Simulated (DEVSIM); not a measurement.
Device: illuminated Si p-on-n cell, one wavelength, with a back-surface field, at 300 K.

| layer (left to right) | material | thickness (μm) | Nd (cm⁻³) | Na (cm⁻³) | τn (s) | τp (s) | absorption coefficient (cm⁻¹) |
|---|---|---|---|---|---|---|---|
| 1 | Si | 0.130 | - | 6.2e18 | 0.00019 | 4.3e-6 | 11000 |
| 2 | Si | 59.0 | 2.1e16 | - | 0.00027 | 0.00027 | 11000 |
| 3 | Si | 0.330 | 2e18 | - | 0.00027 | 0.00027 | 11000 |

Left contact: ohmic, minority electron recombination velocity 900 cm/s. Right contact: ohmic, minority hole recombination velocity 10 cm/s. Voltage is applied to the left contact. Recombination: SRH at mid-gap, radiative, Auger. Light enters at the left, 3.9e16 photons cm⁻² s⁻¹, one pass, no reflection. Mobility is μmin + (μ − μmin)/(1 + (N/Nref)^α).

This is a model device: material constants are rounded textbook-type values typed into the input, and sizes, dopings and lifetimes were drawn at random. Values at 300 K; Nc and Nv go as T^1.5, mobilities as T to minus their exponent, the gap by Varshni's rule with the affinity fixed.

```tsv
parameter	Si
gap (eV)	1.124
affinity (eV)	4.05
permittivity	11.7
Nc (cm⁻³)	2.86e19
Nv (cm⁻³)	3.1e19
μn (cm²/Vs)	1417
μp (cm²/Vs)	470
μn,min	52
μp,min	45
Nref,n	9.7e16
Nref,p	2.2e17
αn	0.68
αp	0.72
T exponent of μn	2.3
T exponent of μp	2.2
B (cm³/s)	4.7e-15
Cn (cm⁶/s)	2.8e-31
Cp (cm⁶/s)	9.9e-32
Varshni α (eV/K)	0.000473
Varshni β (K)	636
```

Simulated with DEVSIM: 1D drift-diffusion, Boltzmann statistics, complete ionisation; no tunnelling, impact ionisation, image-force lowering or self-heating.

The temperature was swept, all else fixed.

```tsv
temperature (K)	largest power (mW/cm²)	open-circuit voltage (V)	fill factor	dark forward voltage at 100 A/cm² (V)
250	4.25	___	___	___
300	3.58	0.683	0.84	0.931
350	2.90	0.582	0.80	0.873
400	2.22	0.478	0.75	0.812
450	1.57	0.372	0.68	0.748
500	0.958	0.265	0.58	0.685
```

Fill in the missing entries.


- 250, open-circuit voltage (V): 0.780
- 250, fill factor: 0.87
- 250, dark forward voltage at 100 A/cm² (V): 0.986
